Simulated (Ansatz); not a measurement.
The reference is MgS in the rock salt structure (space group Fm-3m, No. 225).

```
MgS
1.0
    0.00000     2.59100     2.59100
    2.59100     0.00000     2.59100
    2.59100     2.59100     0.00000
Mg S
1 1
Direct
  0.00000   0.00000   0.00000
  0.50000   0.50000   0.50000
```

Cartesian axes are those of the cell as printed.

Level of theory: DFT with PBEsol, PAW potentials and a 420 eV plane-wave cutoff in Ansatz (an electronic-structure program), no SOC.

Strains are applied to the cell and any free atomic positions relax; under biaxial strain the out-of-plane vector relaxes too.

One change was made to it. Results:

The shortest interatomic distance falls by 0.014 Å, from 2.591 Å to 2.577 Å; the electron mass changes from 0.53 mₑ along k, 0.29 mₑ across (at X) to 0.51 mₑ along k, 0.29 mₑ across (at X); the pressure (mean of the normal stresses, compression positive) goes from zero to -1.07 GPa; the valence-band top at Γ (three highest levels, from the VBM) goes from 0.00, 0.00, 0.00 eV to 0.00, 0.00, -0.07 eV.

### Question
Which of these changes matches the shifts?
A) biaxial strain +0.50 %, plane normal [001], relaxed out of plane
B) biaxial strain −1.50 %, plane normal [001], relaxed out of plane
C) biaxial strain −0.50 %, plane normal [001], relaxed out of plane
D) biaxial strain +1.00 %, plane normal [001], relaxed out of plane
E) biaxial strain +2.00 %, plane normal [001], relaxed out of plane

### Answer
D, biaxial strain +1.00 %, plane normal [001], relaxed out of plane. For comparison, the electron mass in the other runs: biaxial strain −1.50 %, plane normal [001], relaxed out of plane gives 0.52 mₑ along k, 0.29 mₑ across (at X); biaxial strain +2.00 %, plane normal [001], relaxed out of plane gives 0.48 mₑ along k, 0.30 mₑ across (at X); biaxial strain −0.50 %, plane normal [001], relaxed out of plane gives 0.53 mₑ along k, 0.29 mₑ across (at X); biaxial strain +0.50 %, plane normal [001], relaxed out of plane gives 0.52 mₑ along k, 0.29 mₑ across (at X).

The levels and masses belong to the bands next to the band gap. Effective masses come from finite differences of ±0.01 Å⁻¹. Along k means along the line from Γ to the band edge. Stability against distortions was not tested.
